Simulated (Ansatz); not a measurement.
In2Se3 (within 0.1 Å of P-3m1, No. 164; cell taken from a computed entry), treated with PBE0 in Ansatz (plane waves, PAW).

Settings: plane-wave cutoff 460 eV, 6×6×4 k mesh (along the axes of the cell as run), Fermi–Dirac smearing 0.01 eV, scalar-relativistic PAW data made under PBE.

Cell (relaxed with PBEsol):

```cif
data_In2Se3
_chemical_formula_sum 'In2 Se3'
_space_group_name_H-M_alt 'P-3m1'
_space_group_IT_number 164
_space_group_name_Hall '-P 3 2"'
_cell_length_a 3.94722
_cell_length_b 3.94722
_cell_length_c 9.54212
_cell_angle_alpha 90.000
_cell_angle_beta 90.000
_cell_angle_gamma 120.000
loop_
_atom_site_label
_atom_site_type_symbol
_atom_site_symmetry_multiplicity
_atom_site_Wyckoff_symbol
_atom_site_fract_x
_atom_site_fract_y
_atom_site_fract_z
_atom_site_occupancy
In1 In 2 d 0.66667 0.33333 0.19356 1
Se1 Se 1 a 0.00000 0.00000 0.00000 1
Se2 Se 2 d 0.33333 0.66667 0.33394 1
```

Task: Give the computed band gap, smallest direct gap on the k points sampled and Γ–Γ gap.

Result: 
* **band gap**: 1.24 eV (on the SCF k mesh)
* **smallest direct gap on the k points sampled**: 1.79 eV
* **Γ–Γ gap**: 2.47 eV

Note: cell and atoms aren't relaxed at this level (largest force component 0.21 eV/Å, pressure 0.7 GPa); the cell has widely spaced layers and the level no dispersion term, so their spacing and the moduli can rest on weak binding.

Spin–orbit coupling is not included.

It cost roughly 14 core-minutes of CPU time.

Ansatz is a quantum-chemistry and plane-wave program.
